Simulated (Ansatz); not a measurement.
The parent structure is LaRu₂P₂ (space group I4/mmm, No. 139; a cell from a computed database, its experimental status unchecked).

```yaml
crystal:
  lattice:
    - [-2.00679, 2.00679, 5.30089]
    - [2.00679, -2.00679, 5.30089]
    - [2.00679, 2.00679, -5.30089]
  atoms:
    - { symbol: La, position: [0.00000, 0.00000, 0.00000] }
    - { symbol: P, position: [0.64085, 0.64085, 0.00000] }
    - { symbol: P, position: [0.35915, 0.35915, 0.00000] }
    - { symbol: Ru, position: [0.75000, 0.25000, 0.50000] }
    - { symbol: Ru, position: [0.25000, 0.75000, 0.50000] }
```

Cartesian axes are those of the cell as printed.

Level of theory: Ansatz (a first-principles code), PBEsol, PAW, cutoff 420 eV, no spin-orbit coupling.

Base values:

```
Item        Value
--------  -------
Pressure  0.0 GPa
```

One thing is altered: uniaxial strain ε_zz = +3.37 %, all other strain components held at zero; the atoms relax in the strained cell.

### Question
Predict the new pressure and largest internal atomic displacement.

### Answer
The pressure (mean of the normal stresses, compression positive) goes from zero to -2.9 GPa; the largest internal atomic displacement is 0.035 Å.

No phonon test of stability was made. All final runs are without spin polarisation. An odd electron count without spin: LaRu2P2.
